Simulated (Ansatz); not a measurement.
# SnSb, pressure series

Consider SnSb in the rock salt structure (space group Fm-3m, No. 225; a = 6.087 Å).

Cell and atoms are relaxed at each pressure.

All numbers come from PBEsol (Ansatz, a quantum-chemistry and plane-wave program; PAW; 420 eV plane waves; scalar-relativistic without spin-orbit coupling).

Notes on the quantities. enthalpy: H = E + PV relative to the base's energy.

| change | volume per atom | enthalpy |
|---|---|---|
| base | 28.19 Å³ | – |
| pressure −2 GPa | 29.25 Å³ | -0.36 eV/atom |
| pressure −1 GPa | 28.69 Å³ | -0.18 eV/atom |
| pressure 0.3 GPa | 28.05 Å³ | +0.05 eV/atom |
| pressure 0.7 GPa | 27.87 Å³ | +0.12 eV/atom |
| pressure 1.5 GPa | 27.53 Å³ | +0.26 eV/atom |
| pressure 3 GPa | 26.94 Å³ | +0.52 eV/atom |
| pressure 5 GPa | 26.26 Å³ | +0.85 eV/atom |
| pressure 7.5 GPa | 25.53 Å³ | +1.25 eV/atom |
| pressure 10 GPa | 24.89 Å³ | +1.64 eV/atom |

Load acts through the strain it causes; cell and atoms are relaxed under it. Stability against distortions was not tested. No other phases were tried under pressure. The final runs are not spin-polarised. An odd electron count without spin: SnSb.
